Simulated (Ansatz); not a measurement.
# GaSe (R3m, No. 160, 4 atoms in the cell; start mp-11342; a measured phase of this formula has another space group)

All values below come from LDA in Ansatz (plane waves, PAW).

Settings: plane-wave cutoff 500 eV, 12×12×12 k mesh, gaussian smearing 0.02 eV, scalar-relativistic PAW data made under PBE.

Cell (relaxed at this level):

Space group R3m, hexagonal axes (No. 160); a = 3.715 Å, b = 3.715 Å, c = 23.465 Å, α = 90.00°, β = 90.00°, γ = 120.00°

| atom | site | symmetry | x | y | z |
|---|---|---|---|---|---|
| Ga | 3a | 3m | 0.0000 | 0.0000 | 0.0514 |
| Ga | 3a | 3m | 0.0000 | 0.0000 | 0.9490 |
| Se | 3a | 3m | 0.0000 | 0.0000 | 0.7675 |
| Se | 3a | 3m | 0.0000 | 0.0000 | 0.5661 |
(The calculation used a cell of 4 atoms; values per cell refer to that cell.)

```
Item                           Result
--------  ---------------------------
band gap  0.78 eV (on the SCF k mesh)
```

Note: the relaxation could not lower the start's symmetry, so the cell can be a saddle point above a distorted one.

Spin–orbit coupling is not included.

Static lattice: no zero-point or thermal effects.

Computing time: about 7 core-minutes (a rough figure).

A start named mp-… is a Materials Project structure, which need not be a measured phase.

Ansatz is a program for electronic structure.
